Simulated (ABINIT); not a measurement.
A self-consistent single point of BaC2 (P1, 3 atoms in the cell) with ABINIT.

Method: PBEsol, PAW (JTH v2.0 PBE PAW, files made for PBE) (plane waves; ABINIT).

```
CELL_PARAMETERS angstrom
     -2.20352     2.20352     3.63449
      2.20352    -2.20352     3.63449
      2.20352     2.20352    -3.63449
ATOMIC_POSITIONS crystal
  Ba 0.99471 0.00604 0.98935
  C  0.57533 0.57106 0.98132
  C  0.42996 0.42290 0.02932
```

Reference input (self-consistent single point, DFT, LDA (PW92), plane waves, PAW (JTH v2.0 LDA PAW)): pseudos = [Ba.LDA_PW-JTH.xml, C.LDA_PW-JTH.xml]; ecut = 21 Ha; pawecutdg = 42 Ha; pawxcdev = 0; occopt = 1; ngkpt = 6 6 7; nshiftk = 1; shiftk = 0 0 0; potentials = JTH v2.0 LDA PAW; nband = 12; kptopt = 1; nstep = 60. This run's input differs from it in these lines:

```diff
@@ -1,4 +1,4 @@
-# BaC2, JTH v2.0 LDA PAW
+# BaC2, JTH v2.0 PBE PAW
 pp_dirpath "./"
-pseudos "Ba.LDA_PW-JTH.xml, C.LDA_PW-JTH.xml"
+pseudos "Ba.GGA_PBE-JTH.xml, C.GGA_PBE-JTH.xml"
 acell 9.0471424568 9.0471424568 9.0471424568
@@ -20,2 +20,3 @@
 pawxcdev 0
+ixc -116133
 occopt 1
```

Its files differ too (potentials: JTH v2.0 LDA PAW → JTH v2.0 PBE PAW).

The program printed (abridged):

```
--- !BeginCycle
solver: {iscf: 17, nstep: 60, nline: 4, wfoptalg: 10, }
tolerances: {tolvrs: 1.00E-10, }
...

     iter   Etot(hartree)      deltaE(h)  residm     nres2
 ETOT  1  -37.364864803992    -3.736E+01 3.403E-02 2.947E+01
 ETOT  2  -37.275733007687     8.913E-02 1.688E-02 2.458E+00
 ETOT  3  -37.274292422343     1.441E-03 1.968E-03 2.894E-01
 ETOT  4  -37.274667911854    -3.755E-04 1.027E-03 1.182E-02
 ETOT  5  -37.274767382012    -9.947E-05 4.784E-04 2.295E-03
   [... 4 lines left out ...]
 ETOT 10  -37.274803267278    -9.008E-09 3.506E-05 3.769E-08
 ETOT 11  -37.274803267858    -5.800E-10 1.821E-05 1.468E-09
 ETOT 12  -37.274803267877    -1.965E-11 2.004E-05 2.621E-10
 ETOT 13  -37.274803267880    -2.231E-12 9.235E-06 3.701E-11
 At SCF step   13       nres2   =  3.70E-11 < tolvrs=  1.00E-10 =>converged.

 Cartesian components of stress tensor (hartree/bohr^3)
  sigma(1 1)=  5.61883959E-05  sigma(3 2)=  2.71306213E-05
  sigma(2 2)=  5.70210221E-05  sigma(3 1)=  2.51528513E-05
  sigma(3 3)= -4.19764177E-05  sigma(2 1)= -4.48431259E-06

 ----iterations are completed or convergence reached----

 reduced coordinates (array xred) for    3 atoms
       0.994710000000      0.006038000000      0.989352000000
       0.575328000000      0.571061000000      0.981324000000
       0.429963000000      0.422901000000      0.029324000000
 cartesian forces (eV/Angstrom) at end:
    1     -0.00084741151877     0.10557149040797    -0.12953284851380
    2     -0.03990077394635    -0.10036902495372     1.23582948028509
   [... lines left out ...]
 Fermi (or HOMO) energy (hartree) =   0.02452   Average Vxc (hartree)=  -0.32602
   [... lines left out ...]
local_psp           : -2.08682186187524E+01
total_energy        : -3.72748033506054E+01
total_energy_eV     : -1.01429898227934E+03
...

-Cartesian components of stress tensor (GPa)         [Pressure= -6.9858E-01 GPa]
- sigma(1 1)=  1.65311940E+00  sigma(3 2)=  7.98210303E-01
- sigma(2 2)=  1.67761611E+00  sigma(3 1)=  7.40022311E-01
- sigma(3 3)= -1.23498864E+00  sigma(2 1)= -1.31933009E-01

 Calculation completed.
```

The run converged in 13 iterations. Against the reference run the pressure goes from -2.76 to -0.70 GPa, the largest force goes from 0.645 to 1.241 eV/Å and the gap on the mesh goes from 1.506 to 1.573 eV.

The starting cell comes from a database of computed structures (which also holds hypothetical and non-ambient phases and stackings), without a prior relaxation at this level. Its atoms were displaced at random from the sites of space group no. 139. The potentials were made for another functional than the one used. Forces in this geometry exceed 1 eV/Å.

Cost on one core of a shared machine: roughly 5 min.
